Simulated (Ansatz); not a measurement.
Base system: Ni in the hcp (Mg type) structure (space group P6_3/mmc, No. 194; ferromagnetic; relaxed with 0.1 eV smearing).

```yaml
crystal:
  lattice:
    - [2.45363, 0.00000, 0.00000]
    - [-1.22681, 2.12490, 0.00000]
    - [0.00000, 0.00000, 4.04359]
  atoms:
    - { symbol: Ni, position: [0.33333, 0.66667, 0.25000] }
    - { symbol: Ni, position: [0.66667, 0.33333, 0.75000] }
```

Cartesian axes are those of the cell as printed.

The values are results of r2SCAN (Ansatz, a program for electronic structure; PAW; 500 eV plane waves; no spin-orbit coupling), not measurements.

Strains are applied to the cell and any free atomic positions relax; under biaxial strain the out-of-plane vector relaxes too.

One change was made to it. Results:

| quantity | base | after |
|---|---|---|
| pressure (mean of the normal stresses, compression positive) | 0.0 GPa | 5.4 GPa |
| largest site moment | 0.79 μB | 0.77 μB |

Task: Name the change that was made.
(A) biaxial strain −0.63 %, plane normal [001], relaxed out of plane
(B) biaxial strain −1.38 %, plane normal [001], relaxed out of plane
(C) biaxial strain −1.67 %, plane normal [001], relaxed out of plane
(D) uniaxial strain ε_yy = −0.26 %
(E) uniaxial strain ε_zz = +2.41 %

Result: C, biaxial strain −1.67 %, plane normal [001], relaxed out of plane. For comparison, the pressure in the other runs: uniaxial strain ε_yy = −0.26 % gives 0.6 GPa; biaxial strain −0.63 %, plane normal [001], relaxed out of plane gives 1.9 GPa; uniaxial strain ε_zz = +2.41 % gives -4.6 GPa; biaxial strain −1.38 %, plane normal [001], relaxed out of plane gives 4.3 GPa.

Other magnetic orders, which the real material may have, were not ruled out. Whether these cells are dynamically stable was not tested. This is not the structure that Ni has at room temperature and ambient pressure.
